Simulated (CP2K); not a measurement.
CP2K run on Na (Im-3m, 1 atom in the cell): self-consistent single point.

Level of theory: CP2K with PBE, GPW, DZVP-MOLOPT-SR-GTH basis, GTH-PBE potentials (GTH_POTENTIALS).

The change in words: lattice scaled by 0.98. Reference geometry:
```
Na
1.0
    3.60784     0.00000     0.00000
   -1.20261     3.40150     0.00000
   -1.20261    -1.70075     2.94579
Na
1
Direct
  0.00000   0.00000   0.00000
```

Reference input (self-consistent single point, DFT PBE, GPW, DZVP-MOLOPT-SR-GTH basis, GTH-PBE potentials (GTH_POTENTIALS)): CUTOFF = 950 Ry; REL_CUTOFF = 50 Ry; SMEAR/METHOD = FERMI_DIRAC; ELECTRONIC_TEMPERATURE = 1160.45 K; KPOINTS/SCHEME = MONKHORST-PACK 8 8 8; GAMMA_CENTERED = T; XC_FUNCTIONAL = PBE; Na/BASIS_SET = DZVP-MOLOPT-SR-GTH-q9; Na/POTENTIAL = GTH-PBE-q9; METHOD = GPW; EPS_DEFAULT = 1e-10; NGRIDS = 5. This run's input differs from it in these lines:

```diff
@@ -64,4 +64,4 @@
     &CELL
-      ABC 3.60783600 3.60783562 3.60783610
-      ALPHA_BETA_GAMMA 109.47121581 109.47122006 109.47122276
+      ABC 3.53567900 3.53567899 3.53567923
+      ALPHA_BETA_GAMMA 109.47121345 109.47122504 109.47122643
       PERIODIC XYZ
```

The program printed (abridged):

```
 SCF WAVEFUNCTION OPTIMIZATION

  Step     Update method      Time    Convergence         Total energy    Change
     1 NoMix/Diag. 0.30E+00      -     0.69395802       -47.8516514558 -4.79E+01
     2 Broy./Diag. 0.30E+00      -     0.00826550       -47.5654110323  2.86E-01
     3 Broy./Diag. 0.30E+00      -     0.01623375       -47.7722627824 -2.07E-01
     4 Broy./Diag. 0.30E+00      -     0.00059030       -47.8262837805 -5.40E-02
     5 Broy./Diag. 0.30E+00      -     0.00069261       -47.8211252298  5.16E-03
     6 Broy./Diag. 0.30E+00      -     0.00010668       -47.8194861540  1.64E-03
   [... 2 lines left out ...]
     9 Broy./Diag. 0.30E+00      -     0.00000205       -47.8192130954  1.42E-05
    10 Broy./Diag. 0.30E+00      -     0.00000036       -47.8192093653  3.73E-06
    11 Broy./Diag. 0.30E+00      -     0.00000027       -47.8192090402  3.25E-07
    12 Broy./Diag. 0.30E+00      -     4.1343E-09       -47.8192088019  2.38E-07
  *** SCF run converged in    12 steps ***

  Overlap energy of the core charge distribution:               0.00000000000000
  Self energy of the core charge distribution:               -126.94265629824518
  Core Hamiltonian energy:                                     34.27267968997108
  Hartree energy:                                              52.02475293220964
  Exchange-correlation energy:                                 -7.17326535206073
  Electronic entropic energy:                                  -0.00071977379103
  Fermi energy:                                                 0.06686868248439

  Total energy:                                               -47.81920880191696
  Total energy (extrapolated to T->0):                        -47.81884891502145

   [... lines left out ...]

 STRESS| Analytical stress tensor [bar]
 STRESS|                        x                   y                   z
 STRESS|      x        1.20569255980E+04  -2.82223686564E+01  -4.88782194119E+01
 STRESS|      y       -2.82223686564E+01   1.20369695784E+04  -6.91216772645E+01
 STRESS|      z       -4.88782194119E+01  -6.91216772645E+01   1.19571497416E+04
 STRESS| 1/3 Trace                                             1.20170149727E+04
```

The run converged in 12 iterations. Against the reference run the free energy goes up by 11.5 meV/atom and the pressure goes from 0.56 to 1.20 GPa.

The starting cell comes from a database of computed structures (which also holds hypothetical and non-ambient phases and stackings), without a prior relaxation at this level. Its lattice was rescaled by a random factor within 2.5 % of one. For this run, on top of that: lattice scaled by 0.98. Values carry the incompleteness of an atom-centred basis.
